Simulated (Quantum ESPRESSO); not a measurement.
Worked example: self-consistent single point of Na₂MoO₄ (Fd-3m, 14 atoms in the cell) in Quantum ESPRESSO.

Level of theory: LDA (PZ)+U, GBRV 1.5 ultrasoft (LDA) pseudopotentials (plane waves; Quantum ESPRESSO).

```yaml
crystal:
  lattice:
    - [0.00000, 4.55444, 4.55444]
    - [4.55444, 0.00000, 4.55444]
    - [4.55444, 4.55444, 0.00000]
  atoms:
    - { symbol: O, position: [0.88771, 0.88771, 0.88771] }
    - { symbol: O, position: [0.91313, 0.36229, 0.36229] }
    - { symbol: O, position: [0.88771, 0.88771, 0.33687] }
    - { symbol: O, position: [0.36229, 0.91313, 0.36229] }
    - { symbol: O, position: [0.33687, 0.88771, 0.88771] }
    - { symbol: O, position: [0.36229, 0.36229, 0.36229] }
    - { symbol: O, position: [0.88771, 0.33687, 0.88771] }
    - { symbol: O, position: [0.36229, 0.36229, 0.91313] }
    - { symbol: Mo, position: [0.00000, 0.00000, 0.00000] }
    - { symbol: Mo, position: [0.25000, 0.25000, 0.25000] }
    - { symbol: Na, position: [0.62500, 0.62500, 0.62500] }
    - { symbol: Na, position: [0.12500, 0.62500, 0.62500] }
    - { symbol: Na, position: [0.62500, 0.62500, 0.12500] }
    - { symbol: Na, position: [0.62500, 0.12500, 0.62500] }
```

Reference input (self-consistent single point, DFT, LDA (PZ), plane waves, GBRV 1.5 ultrasoft (LDA) pseudopotentials): ecutwfc = 40 Ry; ecutrho = 320 Ry; occupations = smearing; smearing = fermi-dirac; degauss = 0.0036749 Ry; potentials = {O: o_lda_v1.2.uspp.F.UPF, Mo: mo_lda_v1.uspp.F.UPF, Na: na_lda_v1.5.uspp.F.UPF}; K_POINTS = automatic 4 4 4 1 1 1; conv_thr = 1e-10 Ry; mixing_beta = 0.4. This run's input differs from it in these lines:

```diff
@@ -49,2 +49,4 @@
    0.7071067812     0.7071067812     0.0000000000
+HUBBARD {ortho-atomic}
+U Mo-4d 8
```

Log, with long lists cut:

```
     Self-consistent Calculation

     iteration #  1     ecut=    40.00 Ry     beta= 0.40

---- Real-time Memory Report at c_bands before calling an iterative solver
           440 MiB given to the printing process from OS
           164 MiB allocation reported by mallinfo(arena+hblkhd)
------------------

     =================== HUBBARD OCCUPATIONS ===================
     ------------------------ ATOM    9 ------------------------
     Tr[ns(  9)] =   2.33432
     eigenvalues:
       0.198  0.198  0.257  0.257  0.257
     ------------------------ ATOM   10 ------------------------
     Tr[ns( 10)] =   2.33432
     eigenvalues:
   [... lines left out ...]
           220 MiB allocation reported by mallinfo(arena+hblkhd)
------------------

     =================== HUBBARD OCCUPATIONS ===================
     ------------------------ ATOM    9 ------------------------
     Tr[ns(  9)] =   3.93461
     eigenvalues:
       0.387  0.387  0.398  0.398  0.398
     ------------------------ ATOM   10 ------------------------
     Tr[ns( 10)] =   3.93461
     eigenvalues:
       0.387  0.387  0.398  0.398  0.398

     Number of occupied Hubbard levels =    7.8692

     negative rho (up, down):  4.611E-04 0.000E+00

     HUBBARD ENERGY =    1.4031  (Ry)
     End of self-consistent calculation

     the Fermi energy is     5.4624 ev

!    total energy              =    -917.34486309 Ry
     estimated scf accuracy    <          2.3E-11 Ry
     smearing contrib. (-TS)   =      -0.00000000 Ry
     internal energy E=F+TS    =    -917.34486309 Ry

     Hubbard energy            =       1.40307636 Ry

     convergence has been achieved in  14 iterations

     negative rho (up, down):  4.611E-04 0.000E+00

     Forces acting on atoms (cartesian axes, Ry/au):

     atom    1 type  1   force =    -0.00372498   -0.00372498   -0.00372498
     atom    2 type  1   force =     0.00372498   -0.00372498   -0.00372498
     atom    3 type  1   force =     0.00372498    0.00372498   -0.00372498
     atom    4 type  1   force =    -0.00372498    0.00372498   -0.00372498
   [... lines left out ...]
     Total force =     0.018249     Total SCF correction =     0.000003
   [... lines left out ...]

     negative rho (up, down):  4.611E-04 0.000E+00
          total   stress  (Ry/bohr**3)                   (kbar)     P=      -26.69
  -0.00018145   0.00000000   0.00000000          -26.69        0.00        0.00
   0.00000000  -0.00018145  -0.00000000            0.00      -26.69       -0.00
  -0.00000000   0.00000000  -0.00018145           -0.00        0.00      -26.69

   JOB DONE.
```

The run converged in 14 iterations. Against the reference run the pressure goes from -3.18 to -2.67 GPa, the largest force goes from 0.059 to 0.166 eV/Å and the gap on the mesh goes from 4.484 to 4.604 eV.

The starting cell comes from a database of published, mostly measured structures (it also holds non-ambient and calculated ones), without a prior relaxation at this level. Spin polarisation is off. The U value is a test value, and with U on an open shell several self-consistent states can exist. The shifted mesh does not hold Γ, so a gap read on it misses any band edge there.

Cost on one core of a shared machine: roughly 6 min.
